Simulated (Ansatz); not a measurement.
Calculation: PBE (plane waves to 420 eV, PAW; Ansatz, a program for electronic structure).

Electrostatic potential energy of an electron, averaged over planes parallel to the surface, in eV from the Fermi level, for Cu on a Pd site (surface) in a 3x3 cell of the 1x1 (111) surface of fcc Pd:

(z (Å), V (eV)): (5.20, 5.24); (5.49, 5.24); (5.78, 5.23); (6.07, 5.23); (6.36, 5.23); (6.64, 5.22); (6.93, 5.20); (7.22, 5.15); (7.51, 5.05); (7.80, 4.84); (8.09, 4.36); (8.38, 3.28); (8.67, 0.64); (8.96, -5.75); (9.24, -13.12); (9.53, -17.70); (9.82, -15.56); (10.11, -8.81); (10.40, -1.75); (10.69, 1.23); (10.98, -0.47); (11.27, -6.91); (11.56, -14.07); (11.84, -17.94); (12.13, -15.12); (12.42, -8.24); (12.71, -1.44); (13.00, 0.96); (13.29, -1.37); (13.58, -8.15); (13.87, -15.05); (14.16, -17.95); (14.44, -14.15); (14.73, -7.02); (15.02, -0.57); (15.31, 1.15); (15.60, -1.92); (15.89, -8.94); (16.18, -15.34); (16.47, -17.06); (16.76, -12.38); (17.04, -5.08); (17.33, 0.92); (17.62, 3.35); (17.91, 4.36); (18.20, 4.81); (18.49, 5.01); (18.78, 5.10); (19.07, 5.15); (19.36, 5.17); (19.64, 5.17); (19.93, 5.18); (20.22, 5.18); (20.51, 5.18); (20.80, 5.18)

Set-up: 36 atoms, 6.8 Å thick at the start (thin: gaps and levels are the slab's own); mesh 4x4x1; 0.1 eV smearing; dipole correction on; 9 atoms held, the rest relaxed; held to the start's symmetry, so lower structures may exist; no spin, no spin-orbit, no U.

The vacuum level lies 5.18 eV above the Fermi level over the top face and 5.24 eV above it under the bottom face.
